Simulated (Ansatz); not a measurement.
**Effect of uniaxial strain ε_zz = +1.20 % on SiO2**

Base system: SiO2 in the rutile structure (space group P4_2/mnm, No. 136; a = 4.195 Å, c = 2.678 Å). Axes: x, y, z lie along a, b, c of the conventional cell.

It is then changed as follows: uniaxial strain ε_zz = +1.20 %, all other strain components held at zero; the atoms relax in the strained cell.

The values are results of plane-wave PAW DFT at the PBEsol level (Ansatz, a first-principles code, 420 eV), no SOC, not measurements. k-mesh 8×8×12 (Γ-centred); smearing 0.05 eV (Fermi–Dirac).

| quantity | base | changed | shift |
|---|---|---|---|
| volume per atom | 7.85 Å³ | 7.95 Å³ | +0.094 Å³ |
| shortest interatomic distance | 176.6 pm | 177.8 pm | +1.2 pm |
| energy relative to the base (free energy F) | 0 meV/atom | +2.4 meV/atom | +2.4 meV/atom |
| pressure (mean of the normal stresses, compression positive) | 0.00 GPa | -4.20 GPa | -4.20 GPa |
| band gap | 5.35 eV | 5.10 eV | -0.25 eV |
| gap character | direct at Γ | direct at Γ | – |
| width of the top valence band | 2.67 eV | 2.63 eV | -0.048 eV |
| electron mass | 0.37 mₑ along c, 0.47 mₑ across (at Γ) | 0.36 mₑ along z, 0.46 mₑ across (at Γ) | – |
| hole mass | 1.8 mₑ along c, 1.1 mₑ across (at Γ) | 1.7 mₑ along z, 1.1 mₑ across (at Γ) | – |
| valence-band top at Γ (three highest levels, from the VBM) | 0.00, -0.88, -0.88 eV | 0.00, -0.86, -0.86 eV | – |
| stress (xx, yy, zz, yz, xz, xy; compression positive) | – | (-2.19, -2.19, -8.22, 0.00, 0.00, 0.00) GPa | – |

Effective masses come from finite differences of ±0.01 Å⁻¹. No phonon test of stability was made.
